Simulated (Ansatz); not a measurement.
SrHfO3 (I4/mcm, No. 140, 10 atoms in the cell; start mp-3721; a measured phase of this formula has another space group) was calculated with LDA in Ansatz (plane waves, PAW).

Numerical settings: plane-wave cutoff 500 eV, 10×10×10 k mesh, gaussian smearing 0.02 eV, scalar-relativistic PAW data made under PBE.

Cell (relaxed at this level):

Space group I4/mcm (No. 140); a = 5.654 Å, b = 5.654 Å, c = 8.206 Å, α = 90.00°, β = 90.00°, γ = 90.00°

```
atom  site  symmetry       x       y       z
----  ----  --------  ------  ------  ------
Sr      4b      -42m  0.0000  0.5000  0.2500
Hf      4c     4/m..  0.0000  0.0000  0.0000
O       8h      m.2m  0.3097  0.1903  0.0000
O       4a       422  0.0000  0.0000  0.2500
```
(The calculation used a cell of 10 atoms; values per cell refer to that cell.)

Task: Give the computed band gap.

Result: 
- band gap: 4.06 eV (on the SCF k mesh)

Note: the relaxation could not lower the start's symmetry, so the cell can be a saddle point above a distorted one.

Spin–orbit coupling is not included.

Computed values are for the static lattice.

A start named mp-… is a Materials Project structure, which need not be a measured phase.

Ansatz is a program for electronic structure.
